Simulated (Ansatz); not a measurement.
Output of an Ansatz run (abridged):

```
WARN basis.ecutwfc = 420 eV, the default
WARN ansatz: RAYON_NUM_THREADS=1 ignored (pool sized by the plan → 1); use --threads N
Pseudopotentials: kind: paw
Pseudopotential: Mg, paw, valence charge 10
Pseudopotential: Pt, paw, valence charge 18
Crystal: 8 atoms, lattice volume = 122.003 Å³
Basis set: ecut = 420 eV, 2421 PW (Γ), exchange–correlation on 80×80×80 points (8 copies of the dense FFT grid, shifted against one another)
Bands: 82, of which v1, the nominal top of the filled ones, is band 68 counted from 1 (67 counted from 0)
Symmetry: 48 space group operations
Space group: Fm-3m (ITA 225), of the structure as read, at distance tolerance 5.0e-5 Å
k-points: 16 of 216
PAW frozen core: Mg, regenerated for the run's functional, and the local potential with it
PAW frozen core: Pt, regenerated for the run's functional, and the local potential with it
Initial density: superposition of atomic densities (neutral atoms: chi_scale 0, normalization atom), corrected by the library's trained network
Initial wavefunctions: pseudopotential atomic-orbital guess
Eigensolver: davidson
Functional: x = pbesol(κ = 0.804, μ = 0.12345679012345678), c = pbesol(β = 0.046)
SCF iter   1: F=—  HF=-88601.464768 eV  |F-HF|=—  |Δ(HF+E_count)|=         —  Δρ=8.27e-3  dr2=6.96e-2  ethr=1.77e-3  ⟨swp⟩=4.9  Hψ=4168  notcnv=0
all-band conjugate gradients solve this SCF's bands
preconditioner: auto → Kerker (q_TF=auto, 2.778 Å⁻¹)
SCF iter   2: F=—  HF=-88601.460263 eV  |F-HF|=—  |Δ(HF+E_count)|=   4.50e-3  Δρ=4.02e-3  dr2=1.58e-2  ethr=5.12e-5  ⟨swp⟩=1.9  Hψ=1760  notcnv=0
SCF iter   3: F=—  HF=-88601.457639 eV  |F-HF|=—  |Δ(HF+E_count)|=   2.62e-3  Δρ=5.51e-4  dr2=3.73e-4  ethr=1.16e-5  ⟨swp⟩=2.0  Hψ=1713  notcnv=0
SCF iter   4: F=—  HF=-88601.457570 eV  |F-HF|=—  |Δ(HF+E_count)|=   6.89e-5  Δρ=1.43e-4  dr2=6.03e-5  ethr=2.74e-7  ⟨swp⟩=2.2  Hψ=1744  notcnv=0
SCF iter   5: F=—  HF=-88601.457553 eV  |F-HF|=—  |Δ(HF+E_count)|=   1.73e-5  Δρ=5.76e-5  dr2=1.06e-5  ethr=4.44e-8  ⟨swp⟩=2.1  Hψ=2045  notcnv=0
SCF iter   6: F=—  HF=-88601.457548 eV  |F-HF|=—  |Δ(HF+E_count)|=   4.24e-6  Δρ=2.13e-5  dr2=1.15e-6  ethr=7.81e-9  ⟨swp⟩=2.1  Hψ=2119  notcnv=0
SCF iter   7: F=-88601.457548 eV  HF=-88601.457548 eV  |F-HF|=4.77e-8  |Δ(HF+E_count)|=   2.96e-7  Δρ=6.19e-6  dr2=6.75e-8  ethr=7.35e-11  ⟨swp⟩=6.8  Hψ=5737  notcnv=0
SCF 1 converged in 7 iterations: F = -88601.457548 eV  dr2 = 6.75e-8
SCF converged after 7 iterations
Free energy (F): -88601.457548 eV
Harris-Foulkes:  -88601.457548 eV  (|F-HF|=4.77e-8)
Internal energy: -88601.102430 eV  (E = F + TS)
E sigma→0 (E₀):  -88601.279989 eV
Entropy (-TS):   -0.355118 eV (-44.390 meV/atom)
Fermi energy:    21.127092 eV
--- Per-component energies (eV) ---
  E_band       = -1376.178055
  E_kinetic    = 4542.890377
  E_local      = -12234.982277  (includes V_loc(G=0)·N_el)
  E_nonlocal   = 1515.446406
  E_hartree    = 4509.842532
  E_xc         = -1852.639701
  E_vxc        = -2156.141984  (∫ρ·V_xc dr)
  E_paw        = -65494.925634  (= ΣΔE_a)
  E_vpaw       = -2063.066978  (= ΣTr[D̂ρ^β])
  E_aug_tail   = 0.001381  (compensation charges beyond the density's cutoff)
  E_ewald      = -19588.803244
  E_core_change = 2.067731  (= ΣΔE_core)
  E_smearing   = -0.355118  (= −TS)
  E_closure    = -0.000000  (closes the sum)
  Σ components = -88601.457548   (vs F -88601.457548, Δ=0.00e0)
--- Forces (eV/Å), atoms counted from 1 ---
  atom   1  Mg    -0.00000000     0.00000000     0.00000000
   [... zero for the other atoms too ...]
  max |Σ_I F_I| component: 6.92e-28 eV/Å
--- Stress (GPa, compression-positive) ---
       -3.687343       0.000000      -0.000000
       -0.000000      -3.687343       0.000000
       -0.000000      -0.000000      -3.687343
  P = ⅓ Tr σ = -3.6873 GPa (-36.873 kbar)
  The stress holds the Pulay correction. Without it, at fixed plane waves, as pw.x and ABINIT print it: P = -3.7424 GPa
--- Band table (eV; the first three rows and the last of 16) ---
  k-point 0: bands = ["-77.6489", "-77.3159", "-77.2953", "-77.2953", "-77.2953", "-77.2849", "-77.2849", "-53.5228", "-31.9193", "-31.9193", "-31.9193", "-31.7564", "-31.6184", "-31.6184", "-31.6184", "-31.5450", "-31.5450", "-31.5450", "-31.4719", [...]
  k-point 1: bands = ["-77.6489", "-77.3145", "-77.2967", "-77.2946", "-77.2946", "-77.2856", "-77.2856", "-53.5228", "-31.9115", "-31.9115", "-31.8996", "-31.7397", "-31.6253", "-31.6033", "-31.6033", "-31.5517", "-31.5417", "-31.5417", "-31.4783", [...]
  k-point 2: bands = ["-77.6488", "-77.3108", "-77.3005", "-77.2927", "-77.2927", "-77.2875", "-77.2875", "-53.5228", "-31.8952", "-31.8952", "-31.8517", "-31.7020", "-31.6506", "-31.5634", "-31.5634", "-31.5538", "-31.5339", "-31.5339", "-31.4931", [...]
  k-point 15: bands = ["-77.6486", "-77.3044", "-77.3006", "-77.2953", "-77.2952", "-77.2901", "-77.2862", "-53.5228", "-31.8597", "-31.8501", "-31.8297", "-31.6207", "-31.6168", "-31.6068", "-31.5932", "-31.5352", "-31.5268", "-31.5036", [...]
```

The structure:

```xyz
8
Lattice="0.0000 3.9365 3.9365 3.9365 0.0000 3.9365 3.9365 3.9365 0.0000" Properties=species:S:1:pos:R:3 pbc="T T T"
Mg     0.0000     0.0000     0.0000
Pt     0.0000     1.9683     1.9683
Pt     1.9683     3.9365     1.9683
Pt     3.9365     1.9683     1.9683
Pt     1.9683     0.0000     1.9683
Pt     1.9683     1.9683     3.9365
Pt     1.9683     1.9683     0.0000
Pt     3.9365     3.9365     3.9365
```

Write an input that gives this output.

Other spellings and defaults could give the same log, and not every line can be read from it. The input that was run (DFT, PBEsol, plane waves, default PAW files made with PBE):

Ansatz 0.2 input:
```yaml
# MgPt7
crystal:
  lattice:
    - [0.000000, 3.936525, 3.936525]
    - [3.936525, 0.000000, 3.936525]
    - [3.936525, 3.936525, 0.000000]
  atoms:
    - { symbol: Mg, position: [0.000000, 0.000000, 0.000000] }
    - { symbol: Pt, position: [0.500000, 0.000000, 0.000000] }
    - { symbol: Pt, position: [0.500000, 0.000000, 0.500000] }
    - { symbol: Pt, position: [0.000000, 0.500000, 0.500000] }
    - { symbol: Pt, position: [0.000000, 0.500000, 0.000000] }
    - { symbol: Pt, position: [0.500000, 0.500000, 0.000000] }
    - { symbol: Pt, position: [0.000000, 0.000000, 0.500000] }
    - { symbol: Pt, position: [0.500000, 0.500000, 0.500000] }
kpoints:
  mp_grid: { grid: [6, 6, 6] }
hamiltonian:
  xc: pbesol
  pseudopotentials: { kind: paw }
scf:
  occupations: { method: gaussian, width: 0.272 eV }
output:
  forces: true
  eigenvalues: true
  stress: true
```

The starting cell comes from a database of computed structures (which also holds hypothetical and non-ambient phases and stackings), without a prior relaxation at this level. Spin-orbit coupling is off. Spin polarisation is off. With a pressure of about -4 GPa the cell is away from its equilibrium volume at this level. Ansatz's pressure includes its estimate of the finite-basis (Pulay) stress.

Ansatz is an electronic-structure program.
